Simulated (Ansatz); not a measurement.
A computed series for InAs: element substitutions

Base system: InAs in the zinc blende structure (space group F-43m, No. 216).

```yaml
crystal:
  lattice:
    - [0.00000, 3.05455, 3.05455]
    - [3.05455, 0.00000, 3.05455]
    - [3.05455, 3.05455, 0.00000]
  atoms:
    - { symbol: As, position: [0.75000, 0.75000, 0.75000] }
    - { symbol: In, position: [0.00000, 0.00000, 0.00000] }
```

Each row replaces one element on all its sites; cell and atoms are relaxed.

Method: r2SCAN, PAW, 500 eV (Ansatz, an electronic-structure program; no spin-orbit coupling).

```
change   band gap  lattice parameter a
-------  --------  -------------------
base      0.08 eV              6.109 Å
As → Se      zero                  [?]
In → Ga   0.96 eV              5.667 Å
In → Ag      zero              5.812 Å
```

### Question
What belongs in the blanks?

### Answer

- As → Se, lattice parameter a: 6.514 Å

No phonon test of stability was made. As relaxed here, InSe and AgAs are hypothetical phases, not in the database extracts checked. The final runs are not spin-polarised. An odd electron count without spin: InSe. The zero or small gap of InAs can change with the level of theory.
